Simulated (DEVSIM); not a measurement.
Structure: Au/AlN/n-Si capacitor, at 300 K.

```
layer (left to right)  material  thickness (nm)  Nd (cm⁻³)
---------------------  --------  --------------  ---------
1                           AlN            14.0          -
2                            Si             420     1.9e18
```

Metal gate on the left, work function 5.1 eV. Fixed charge at the semiconductor interface 0 cm⁻² (in units of +e); no interface traps.

This is a model device: material constants are rounded textbook-type values typed into the input, and sizes, dopings and lifetimes were drawn at random. Values at 300 K; Nc and Nv go as T^1.5, mobilities as T to minus their exponent, the gap by Varshni's rule with the affinity fixed.

```csv
parameter,AlN,Si
gap (eV),6.1,1.124
affinity (eV),1.9,4.05
permittivity,8.5,11.7
Nc (cm⁻³),-,2.86e19
Nv (cm⁻³),-,3.1e19
Varshni α (eV/K),-,0.000473
Varshni β (K),-,636
```

DEVSIM, 1D Poisson equation in equilibrium, Boltzmann statistics, complete ionisation; no quantum confinement or tunnelling. Metal contacts follow the ideal Schottky-Mott rule: no Fermi-level pinning, no interface dipoles.

The temperature was swept, all else fixed.

| temperature (K) | minimum of the low-frequency capacitance (μF/cm²) | flat-band voltage (V) |
|---|---|---|
| 250 | 0.238 | 1.00 |
| 300 | 0.242 | 0.98 |
| 350 | ___ | 0.96 |
| 400 | 0.255 | 0.94 |
| 450 | 0.262 | 0.92 |
| 500 | 0.271 | 0.90 |

Task: Some entries are withheld; supply them.

Result: 
- 350, minimum of the low-frequency capacitance (μF/cm²): 0.248
